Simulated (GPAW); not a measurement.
Band structure of LiYSe2 (R-3m, 4 atoms in the cell).

```xyz
4
Lattice="1.9939 1.1512 6.3403 -1.9939 1.1512 6.3403 0.0000 -2.3024 6.3403" Properties=species:S:1:pos:R:3 pbc="T T T"
Li     0.0000     0.0000     9.5105
Y      0.0000     0.0000     0.0000
Se     0.0000     0.0000    14.2864
Se     0.0000     0.0000     4.7346
```

Method: PBEsol, GPAW PAW datasets PBEsol (made by gpaw-setup) (plane waves; GPAW).

Settings: mode = pw; ecut = 550 eV; xc = PBEsol; kpts = 5 5 5; mesh shift (steps) = 0 0 0; occupations.name = fermi-dirac; occupations.width = 0 eV; nbands = -8; convergence.density = 1e-05 e/electron; convergence.energy = 1e-05 eV/electron; convergence.bands = -6; symmetry.symmorphic = false; symmetry.tolerance = 0.0005; maxiter = 150.

The starting cell comes from a database of computed structures (which also holds hypothetical and non-ambient phases and stackings), without a prior relaxation at this level. Its lattice was rescaled by a random factor within 2.5 % of one.

**Question.** Predict the gap along the standard path and the places of the band edges.

**Answer.** The gap along the path is 1.34 eV, from Γ to F; the smallest direct gap on it is 2.58 eV.

Levels in eV from the top of the valence band on the SCF mesh, bands 9 to 16:
```
point      9     10     11     12    13    14    15    16
-----  -----  -----  -----  -----  ----  ----  ----  ----
Γ      -1.85  -0.14  -0.14   0.00  2.75  2.75  3.20  3.81
L      -2.69  -2.09  -1.44  -0.83  2.08  4.51  4.69  5.09
B1     -2.70  -2.56  -1.51  -1.10  3.10  3.36  4.17  5.07
B      -2.70  -2.56  -1.51  -1.10  3.10  3.36  4.17  5.07
Z      -1.75  -1.75  -0.32  -0.32  2.75  2.79  2.79  4.92
X      -2.91  -2.48  -1.59  -1.14  3.09  3.73  3.86  5.06
Q      -2.91  -2.48  -1.59  -1.14  3.09  3.73  3.86  5.06
F      -1.68  -1.43  -1.39  -1.24  1.34  4.29  4.59  4.70
P1     -1.82  -1.62  -1.25  -1.22  1.49  4.35  4.57  4.86
P      -1.82  -1.62  -1.25  -1.22  1.49  4.35  4.57  4.86
```
